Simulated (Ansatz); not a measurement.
**A computed series for Bi2Te3: response to strain**

The reference is Bi2Te3 in the Bi2Te3 type structure (space group R-3m, No. 166; a = 4.395 Å, c = 31.384 Å (hexagonal axes)). Axes: x lies along a and z along c of the hexagonal cell.

Strains are applied to the cell and any free atomic positions relax; under biaxial strain the out-of-plane vector relaxes too.

Computed with r2SCAN+rVV10, PAW, 500 eV (Ansatz, an electronic-structure program; spin-orbit coupling left out).

Notes on the quantities. pressure: mean of the normal stresses, compression positive.

| variant | volume per atom | band gap | pressure | gap character |
|---|---|---|---|---|
| base | 34.99 Å³ | 0.68 eV | 0.00 GPa | direct at Γ |
| biaxial strain −1.69 %, plane normal [001], relaxed out of plane | ___ | 0.84 eV | ___ | direct at Γ |
| biaxial strain +0.66 %, plane normal [001], relaxed out of plane | 35.18 Å³ | 0.61 eV | -0.29 GPa | direct at Γ |
| isotropic strain +3.56 % | 38.86 Å³ | 0.72 eV | -2.33 GPa | indirect, k = (1/3, 0.444, 0.444) in the run's primitive reciprocal basis → Γ |
| tensor shear ε_xz = +3.67 % | 34.95 Å³ | 0.61 eV | ___ | direct at Γ |
| tensor shear ε_xy = −0.85 % | 34.99 Å³ | 0.65 eV | 0.00 GPa | direct at Γ |

Problem. Some entries are withheld; estimate them.

Solution. 
- biaxial strain −1.69 %, plane normal [001], relaxed out of plane, volume per atom: 34.47 Å³
- biaxial strain −1.69 %, plane normal [001], relaxed out of plane, pressure: 0.81 GPa
- tensor shear ε_xz = +3.67 %, pressure: 0.48 GPa

Spin-orbit coupling, missing from the scalar runs, can matter with Bi and Te. Whether these cells are dynamically stable was not tested. Labels are those of the standard path for the cell's own space group.
